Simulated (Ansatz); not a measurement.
The starting structures come from a database of crystals and need not be the phases stable at ambient conditions.

## Evanescent states of KIO₃ (R3m, not sure to be the ambient phase, 5 atoms a cell, 17.5 Å³ an atom) along the normal of (110)

All values below come from PBEsol (plane waves, PAW; Ansatz, a first-principles code).

The gap is the functional's own, uncorrected, and κ follows it; spin-orbit coupling is left out. Mid-gap values are interpolated between the computed energies.

Energies count from the valence-band top; κ is the least over a 8×6 mesh across the current.

| E (eV) | κ (1/Å) | where |
|---|---|---|
| 0.07 | 0.128 | off Γ |
| 0.20 | 0.230 | off Γ |
| 0.33 | 0.252 | off Γ |
| 0.46 | 0.267 | off Γ |
| 0.58 | 0.277 | off Γ |
| 0.71 | 0.283 | off Γ |
| 0.84 | 0.286 | off Γ |
| 0.97 | 0.287 | off Γ |
| 1.10 | 0.286 | off Γ |
| 1.24 | 0.282 | off Γ |
| 1.36 | 0.277 | off Γ |
| 1.50 | 0.269 | off Γ |
| 1.62 | 0.259 | off Γ |
| 1.75 | 0.246 | off Γ |
| 1.89 | 0.230 | off Γ |
| 2.02 | 0.200 | off Γ |
| 2.15 | 0.165 | off Γ |
| 2.27 | 0.126 | off Γ |
| 2.40 | 0.066 | off Γ |

How thick must the barrier be to attenuate the transmission by 10^4 when the electrodes' Fermi level lies at 2.40 eV, and what attenuation does that film give at 1.89 eV?

d = 4 ln 10 / (2 × 0.066) = 69.8 Å. At 1.89 eV it gives 4 × 0.230/0.066 = 13.9 decades.
